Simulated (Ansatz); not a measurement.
Results of r²SCAN-D4 (Ansatz, a quantum-chemistry and plane-wave program, plane waves, PAW) for MoPt2 (Immm, No. 71).

Numerical settings: plane-wave cutoff 560 eV, 24×24×24 k mesh, Fermi–Dirac smearing 0.05 eV, no spin polarisation, scalar-relativistic PAW data made under PBE.

Cell (relaxed at this level):

```
MoPt2
1.0
   -1.37680     1.97203     4.14353
    1.37680    -1.97203     4.14353
    1.37680     1.97203    -4.14353
Mo Pt
1 2
Cartesian
  0.00000   0.00000   0.00000
  0.00000   0.00000   5.49744
  0.00000   0.00000   2.78961
```

### Question
Predict the bulk modulus B0 and pressure derivative B′ of the bulk modulus.

### Answer

bulk modulus B0: 301 GPa
pressure derivative B′ of the bulk modulus: 5.0

The run finds no gap.

Note: the relaxation could not lower the start's symmetry, so the cell can be a saddle point above a distorted one; the bulk modulus comes from volumes at which shape and atoms were relaxed.

Spin–orbit coupling is not included.

Static lattice: no zero-point or thermal effects.
